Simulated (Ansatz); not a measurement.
Data:

```
Sb
1.0
    0.00000     2.40830     2.35715
    2.35715     0.00000     2.35715
    2.35715     2.40830     0.00000
Sb
1
Cartesian
  0.00000   0.00000   0.00000
```

A single point on Sb with a change (uniaxial strain ε_yy = +2.17 %), its geometry relaxed with PBEsol.

Level of theory: Ansatz (a program for electronic structure), PBEsol, PAW, cutoff 420 eV, with spin-orbit coupling. Γ-centred 24×24×24 mesh, Fermi–Dirac width 0.1 eV.

Predict the band gap and pressure.

The band gap comes out as zero and the pressure is -1.2 GPa.

Single points use the geometry relaxed with PBEsol. Whether these cells are dynamically stable was not tested. The cell was made from Sb in the fcc (Cu type) structure (space group Fm-3m, No. 225) by this change: uniaxial strain ε_yy = +2.17 %. This is not the structure that Sb has at room temperature and ambient pressure.
